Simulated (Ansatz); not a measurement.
Base system: ZnInGaO₄ (space group R3m, No. 160; a = 3.356 Å, c = 26.114 Å (hexagonal axes)).

Computed with DFT with PBE, PAW potentials and a 420 eV plane-wave cutoff in Ansatz (a quantum-chemistry and plane-wave program), scalar-relativistic without spin-orbit coupling, earlier PAW set.

Base values:

| Item | Result |
|---|---|
| Band gap | 1.11 eV |
| Lattice parameter a | 6.342 bohr |
| c/a ratio | 7.781 |

It is then changed as follows: Ir takes the place of In on all its sites; the structure is relaxed again.

Question: How does this affect the band gap, lattice parameter a and c/a ratio?

Answer: The band gap becomes zero (base: 1.11 eV); the lattice parameter a falls by 0.150 bohr to 6.192 bohr; the c/a ratio grows by 0.063 (7.781 → 7.844).

With Ir present, leaving out spin-orbit coupling can change the band edges. No phonon test of stability was made. As relaxed here, ZnGaIrO4 is a hypothetical phase, not in the database extracts checked. No Hubbard U is applied, and correlation can decide whether such a compound is a metal. All final runs are without spin polarisation. Gaps under 0.05 eV, about the width of the smearing, are given as zero. A zero or small gap of ZnGaIrO4 can be the functional's error rather than a property of the material.
